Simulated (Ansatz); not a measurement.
Start from SbP in the rock salt structure (space group Fm-3m, No. 225; a = 5.634 Å; a hypothetical phase, not in the database extracts checked; relaxed with 0.1 eV smearing).

(Cell as relaxed with PBE.)

Levels (all Ansatz, a first-principles code, PAW): PBE (420 eV, without spin-orbit coupling); r2SCAN (500 eV, spin-orbit coupling left out).

Each level relaxes its own structure.

| base | PBE | r2SCAN |
|---|---|---|
| volume per atom | 22.36 Å³ | 21.96 Å³ |
| lattice parameter a | 563.4 pm | 560.0 pm |
| band gap | zero | zero |

The change: an isotropic linear strain of +3.66 %, atoms relaxed at fixed cell.

```csv
quantity,PBE,r2SCAN
pressure,-6.4 GPa,[?]
energy relative to the base (free energy F),+56 meV/atom,[?]
band gap,zero,[?]
```

Q: Given the PBE results, estimate those of r2SCAN.

A: 
- pressure, r2SCAN: -6.9 GPa
- energy relative to the base (free energy F), r2SCAN: +59 meV/atom
- band gap, r2SCAN: zero

PBE's pressure lies 0.5 GPa above r2SCAN's; PBE's energy relative to the base lies 3.1 meV/atom below r2SCAN's; the two agree on the band gap. Neither level is exact; r2SCAN is the comparison here, not a measurement.

With Sb present, leaving out spin-orbit coupling can change the band edges. No phonon test of stability was made. All final runs are without spin polarisation.
